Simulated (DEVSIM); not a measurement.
Structure: illuminated Si n-on-p cell, one wavelength, with a back-surface field, at 350 K.

Layer 1 from the left is Si, thickness (μm) 0.330, Nd (cm⁻³) 7.9e18, τn (s) 4.5e-8, τp (s) 4.8e-8, absorption coefficient (cm⁻¹) 47000. Layer 2 from the left is Si, thickness (μm) 44.0, Na (cm⁻³) 4.6e16, τn (s) 2.8e-7, τp (s) 2.8e-7, absorption coefficient (cm⁻¹) 47000. Layer 3 from the left is Si, thickness (μm) 0.500, Na (cm⁻³) 6.9e18, τn (s) 2.8e-7, τp (s) 2.8e-7, absorption coefficient (cm⁻¹) 47000.

Left contact: ohmic, minority hole recombination velocity 20000 cm/s. Right contact: ohmic, minority electron recombination velocity 2e5 cm/s. Voltage is applied to the left contact. Recombination: SRH at mid-gap, radiative, Auger. Gap narrowing is on: ΔEg = 6.92 meV × (l + √(l² + 0.5)), l = ln(N/1.3e17 cm⁻³), shared equally by both band edges. Light enters at the left, 5.7e16 photons cm⁻² s⁻¹, one pass, no reflection. Mobility is μmin + (μ − μmin)/(1 + (N/Nref)^α).

Constants are typed, rounded textbook-type inputs, not results; the design itself was drawn at random and stands for no fabricated device. Values at 300 K; Nc and Nv go as T^1.5, mobilities as T to minus their exponent, the gap by Varshni's rule with the affinity fixed.

Si: gap (eV) 1.124, affinity (eV) 4.05, permittivity 11.7, Nc (cm⁻³) 2.86e19, Nv (cm⁻³) 3.1e19, μn (cm²/Vs) 1417, μp (cm²/Vs) 470, μn,min 52, μp,min 45, Nref,n 9.7e16, Nref,p 2.2e17, αn 0.68, αp 0.72, T exponent of μn 2.3, T exponent of μp 2.2, B (cm³/s) 4.7e-15, Cn (cm⁶/s) 2.8e-31, Cp (cm⁶/s) 9.9e-32, Varshni α (eV/K) 0.000473, Varshni β (K) 636.

Model (solved in DEVSIM): 1D drift-diffusion, Boltzmann statistics, complete ionisation; no tunnelling, impact ionisation, image-force lowering or self-heating.

Dark forward current:

```tsv
|V| (V)	|J| (A/cm²)
0.05	2.594e-7
0.10	8.945e-7
0.15	2.694e-6
0.20	8.559e-6
0.25	3.074e-5
0.30	0.0001262
0.35	0.0005758
0.40	0.002807
0.45	0.01418
0.50	0.07283
0.55	0.3725
0.60	1.803
0.65	7.250
0.70	21.88
0.75	54.04
0.80	123.3
0.85	267.2
0.90	536.0
0.95	979.9
1.00	1640
1.05	2543
```

Q: Work out the local ideality factor n = ΔV / (kT/q · ln(J2/J1)) between the rows 0.15 and 0.20 V, 0.45 and 0.50 V, 1.00 and 1.05 V.

A: kT/q = 30.16 mV. From 0.15 to 0.20 V: ln(8.559e-6/2.694e-6) = 1.156, n = 1.43. From 0.45 to 0.50 V: ln(0.07283/0.01418) = 1.636, n = 1.01, near the 1 of diffusion or emission over a barrier. From 1.00 to 1.05 V: ln(2543/1640) = 0.439, n = 3.78.

Q: What current could the absorbed light give at most, and what share is collected?

A: Σ αd = 211, so qΦ(1 − exp(−Σ αd)) = 9.13 mA/cm². The simulated short-circuit current is 7.947 mA/cm², a share of 0.87.

Q: Estimate the open-circuit voltage by superposition: the voltage at which the dark current equals that short-circuit current.

A: Interpolating ln J in the table gives 0.432 V. The simulation gives 0.432 V, the same within the digits that matter. Superposition holds where collection doesn't change with voltage.

Q: Estimate the fill factor from FF0 = (v − ln(v + 0.72))/(v + 1), v = qVoc/(nkT), with n from the dark curve.

A: The rows about Voc, 0.40 and 0.45 V, give n = 1.02, so v = 14.0 and FF0 = 0.754. The simulation gives 0.753, the same within the digits that matter.
